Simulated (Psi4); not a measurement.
Psi4 1.11, PBE0/def2-svp: Al(Et)3 (C[CH2][Al]([CH2]C)[CH2]C), 22 atoms. The geometry is a generated start, not checked to be a minimum at this level.

| Quantity | Value |
|---|---|
| task | energy |
| method | pbe0 |
| basis | def2-svp |
| memory | 3 GB |
| maxiter | 100 |
| keys of the molecule block | symmetry c1 |
| scf_type | df (default) |
| e_convergence | 1e-06 (default) |
| d_convergence | 1e-06 (default) |
| dft_radial_points | 75 (default) |
| dft_spherical_points | 302 (default) |
| basis functions | 177 |
| grid points | 466765 |

```xyz
22

Al     0.0396     0.1040     0.3629
C      1.5965     0.6742    -0.7789
C      1.3286     0.7685    -2.2893
H      2.4227    -0.0359    -0.6148
H      1.9954     1.6395    -0.4329
H      0.6007     1.5500    -2.5011
H      0.9307    -0.1714    -2.6694
H      2.2409     0.9988    -2.8414
C     -1.8226    -0.2435    -0.3189
C     -2.3333     0.6880    -1.4303
H     -2.5038    -0.1640     0.5446
H     -1.9383    -1.2807    -0.6673
H     -1.7418     0.5694    -2.3360
H     -2.2662     1.7310    -1.1227
H     -3.3737     0.4737    -1.6781
C      0.3990    -0.1987     2.3175
C      0.8487    -1.6328     2.6526
H     -0.4897     0.0276     2.9262
H      1.1788     0.4901     2.6763
H      1.7652    -1.8819     2.1196
H      0.0871    -2.3543     2.3601
H      1.0354    -1.7517     3.7211
```

With the defaults (diis = true, scf_initial_accelerator = adiis, damping_percentage = 0, diis_max_vecs = 10, soscf = false, soscf_start_convergence = 0.01, guess = auto, which took SAD, diis_start = 1) it converges in 8 SCF iterations. One run each on 2 threads, with these changes:
- guess = core
- soscf = true
- diis = false, scf_initial_accelerator = none, damping_percentage = 60
- diis_max_vecs = 3
- guess = gwh
- diis_start = 4
- guess = modhuckel
- diis_max_vecs = 20
- soscf = true, soscf_start_convergence = 0.1

**Question.** Which runs fail or end elsewhere than the default run?

**Answer.** No convergence: diis = false, scf_initial_accelerator = none, damping_percentage = 60 (the run ends without SCF convergence in 100 iterations). The rest reach the solution of the defaults.

```csv
setting,SCF iterations,JK calls,end
soscf = true,5,16,same solution
"soscf = true, soscf_start_convergence = 0.1",5,16,same solution
the defaults,8,9,same solution
diis_max_vecs = 20,8,9,same solution
diis_max_vecs = 3,9,10,same solution
guess = modhuckel,9,24,same solution
guess = core,12,12,same solution
guess = gwh,12,12,same solution
diis_start = 4,12,13,same solution
"diis = false, scf_initial_accelerator = none, damping_percentage = 60",100,101,no convergence
```

An SOSCF iteration holds several JK calls; a Hückel guess adds calls on atoms.
